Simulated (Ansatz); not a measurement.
Li on the 1x1 (110) surface of bcc W, one in a 1x1 cell, energies for each (7.2 Å²). Energies are against an atom of bcc Li, without zero-point or thermal terms; each row is named by its start.

Computed with PBE (plane waves to 420 eV, PAW; Ansatz, an electronic-structure program).

Which site binds most strongly?
A. top W
B. bridge W-W (span 3.2 Å)
C. bridge W-W (span 2.8 Å)

B, bridge W-W (span 3.2 Å). Adsorption energies: bridge W-W (span 3.2 Å) -0.61 eV; bridge W-W (span 2.8 Å) -0.39 eV; top W -0.16 eV.
